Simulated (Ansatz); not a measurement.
The parent structure is HfN in the rock salt structure (space group Fm-3m, No. 225; relaxed with 0.1 eV smearing).

```
HfN
1.0
    0.00000     2.25092     2.25092
    2.25092     0.00000     2.25092
    2.25092     2.25092     0.00000
Hf N
1 1
Direct
  0.00000   0.00000   0.00000
  0.50000   0.50000   0.50000
```

The values are results of PBEsol, PAW, 420 eV (Ansatz, a first-principles code; no SOC), not measurements.

For the base:

- Pressure = 0.0 GPa

Modification: the cell is scaled by 1.0200 in all directions; the atoms relax in the strained cell.

Problem. What happens to the pressure and energy relative to the base?

Solution. The pressure goes from zero to -14.8 GPa; the energy grows by 34 meV/atom.

Stability against distortions was not tested. All final runs are without spin polarisation. An odd electron count without spin: HfN.
